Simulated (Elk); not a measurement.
Band structure of Sn (Fd-3m, 2 atoms in the cell).

```xyz
2
Lattice="0.0000 3.2445 3.2445 3.2445 0.0000 3.2445 3.2445 3.2445 0.0000" Properties=species:S:1:pos:R:3 pbc="T T T"
Sn     0.0000     0.0000     0.0000
Sn     1.6222     1.6222     1.6222
```

Method: PBE, all-electron FP-LAPW, Elk's shipped species files, APW+lo basis with extra local orbitals in Elk.

Settings: xctype = 20; rgkmax = 7.5; stype = 3; swidth = 0.00183747 Ha; ngridk = 9 9 9; gmaxvr = 14 1/bohr; nxlo = 2; lorbcnd = true; rmtscf = 0.96; lmaxi = 2.

The starting cell has typed, rounded lattice constants, without a prior relaxation at this level. Values depend on the basis (sphere radii, cutoffs, local orbitals), which need not be converged.

Levels in eV from the Fermi level, bands 17 to 24:
```csv
point,17,18,19,20,21,22,23,24
Γ,-10.60,-0.63,0.09,0.09,0.09,2.16,2.16,2.16
X,-7.50,-7.50,-2.45,-2.45,0.86,0.86,7.71,7.71
W,-7.44,-7.44,-3.03,-3.03,3.44,3.44,4.07,4.07
K,-7.91,-7.02,-3.36,-2.10,1.13,3.39,5.77,6.00
L,-8.97,-6.28,-1.11,-1.11,0.02,3.25,3.25,5.71
U,-7.91,-7.02,-3.36,-2.10,1.13,3.39,5.77,6.00
```

Bands cross the Fermi level along this path, so the cell is metallic at this level.
